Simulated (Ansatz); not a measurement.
**Converging the plane-wave cutoff: SrZn2Sb2 (P3m1, 5 atoms in the cell)**

```
CELL_PARAMETERS angstrom
      4.49932     0.00000     0.00000
     -2.24966     3.89653     0.00000
      0.00000     0.00000     7.71668
ATOMIC_POSITIONS crystal
  Sr 0.00000 0.00000 0.00648
  Zn 0.66667 0.33333 0.36615
  Zn 0.33333 0.66667 0.63385
  Sb 0.33333 0.66667 0.27203
  Sb 0.66667 0.33333 0.72797
```

Method of the run: LDA (PW92), default PAW files made with PBE (plane waves; Ansatz, an electronic-structure program).

Base settings: basis.ecutwfc = 420 eV; kpoints.mp_grid.grid = 6 6 2; hamiltonian.xc = lda; hamiltonian.pseudopotentials = {kind: paw} (the program's default PAW files); scf.occupations.method = fermi_dirac; scf.occupations.width = 0.1 eV.

The second cell is the first with its lattice scaled by 0.98.

The mesh stays at the base's, so the ladder's end is converged at best in this setting alone.

The first pressure column holds Ansatz's estimate of the finite-basis (Pulay) stress, which hides part of the cutoff error; the other is without it.

Only quantities that move along the ladder and can be compared are tabulated.

The count of work is k-points × plane waves × bands × iterations; it is no time. 

The starting cell comes from a database of computed structures (which also holds hypothetical and non-ambient phases and stackings), without a prior relaxation at this level. Its lattice was rescaled by up to half a per cent. One atom was moved a little off its site on purpose. The run gives no clean gap (levels at the Fermi energy touch, overlap or are partly filled at this smearing), which alone does not show that the compound is a metal. Without a gap this mesh is coarse (it stands for a supercell whose shortest vector is 15 Å).

| basis.ecutwfc | free energy less the last step's (meV/atom) | energy of the compressed cell less the first (meV/atom) | pressure (GPa) | pressure without the Pulay estimate (GPa) | largest difference of a force vector from the last step's (eV/Å) | count of work / last |
|---|---|---|---|---|---|---|
| 145 eV | 52419.70 | 712.87 | -7.15 | -1089.43 | 1.824 | 0.070 |
| 170 eV | 20903.44 | 161.14 | -6.67 | -533.60 | 0.571 | 0.071 |
| 190 eV | 9833.91 | 27.27 | -1.11 | -285.15 | 0.077 | 0.087 |
| 210 eV | 4505.22 | 65.50 | -3.91 | -148.66 | 0.106 | 0.10 |
| 230 eV | 2064.77 | -26.03 | -2.98 | -78.29 | 0.119 | 0.12 |
| 250 eV | 916.06 | -18.37 | -2.82 | -40.92 | 0.097 | 0.12 |
| 295 eV | 110.37 | -9.48 | -2.46 | -9.15 | 0.056 | 0.18 |
| 335 eV | 12.19 | -13.75 | -2.78 | -3.67 | 0.012 | 0.19 |
| 380 eV | 2.27 | -14.25 | -2.83 | -2.89 | 0.002 | 0.23 |
| 420 eV | 1.40 | -14.39 | -2.84 | -2.87 | 0.001 | 0.27 |
| 460 eV | 0.84 | -14.42 | -2.84 | -2.86 | 0.000 | 0.34 |
| 505 eV | 0.62 | -14.43 | -2.85 | -2.85 | 0.000 | 0.40 |
| 565 eV | 0.51 | -14.43 | -2.85 | -2.85 | 0.000 | 0.47 |
| 630 eV | 0.28 | -14.44 | -2.85 | -2.85 | 0.000 | 0.55 |
| 735 eV | 0.07 | -14.44 | -2.85 | -2.85 | 0.000 | 0.70 |
| 840 eV | 0.03 | -14.44 | -2.85 | -2.85 | 0.000 | 0.76 |
| 1010 eV | 0.00 | -14.44 | -2.85 | -2.85 | 0.000 | 1.0 |

Coarsest basis.ecutwfc that holds the pressure without the Pulay estimate within 0.1 GPa of the last step, with all finer ones: 380 eV, at 0.23 of the last step's count of work; the step before is off by 0.82 GPa.

Coarsest basis.ecutwfc that holds the pressure within 0.05 GPa of the last step, with all finer ones: 380 eV, at 0.23 of the last step's count of work; the step before is off by 0.07 GPa.

Coarsest basis.ecutwfc that holds the forces within 0.005 eV/Å of the last step, with all finer ones: 380 eV, at 0.23 of the last step's count of work; the step before is off by 0.012 eV/Å.

The energy difference between the two cells stays within 1 meV/atom of the last step's from 335 eV on, the total only from 460 eV on: much of the error is common to both cells and cancels.

At the lowest cutoff the pressure without the Pulay estimate lies 1090 GPa under the last step's, the usual sign of Pulay stress in an incomplete plane-wave basis.

Keys are those of Ansatz 0.2.
